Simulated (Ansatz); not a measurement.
CsGeBr3 (R3m, No. 160; cell taken from a computed entry) was calculated with G0W0@HSE06 (Ansatz, a program for electronic structure, plane waves, hard PAW, contour deformation, complete-basis limit).

Numerical settings: largest k mesh 4×4×4 (not extrapolated in the mesh).

Cell (fixed, not relaxed at this level and not confirmed as the measured one):

Space group R3m, hexagonal axes (No. 160); a = b = 7.9386 Å, c = 10.0049 Å, α = β = 90.00°, γ = 120.00°

| atom | site | symmetry | x | y | z |
|---|---|---|---|---|---|
| Cs | 3a | 3m | 0.0000 | 0.0000 | 0.0013 |
| Ge | 3a | 3m | 0.0000 | 0.0000 | 0.4771 |
| Br | 9b | .m | 0.0155 | 0.5077 | 0.0132 |
(The calculation used a cell of 5 atoms; values per cell refer to that cell.)

Estimate the band gap that the calculation returns.


* **band gap**: 2.76 eV

Note: filled d or f shells below the valence bands can shift G0W0 gaps through exchange with them, which wasn't tested here; GW on a hybrid start was not checked against another program; the gap holds a correction of +0.30 eV to the complete basis.

Spin–orbit coupling is not included.

Computed values are for the static lattice.

The result took about 12 core-hours (a rough figure).
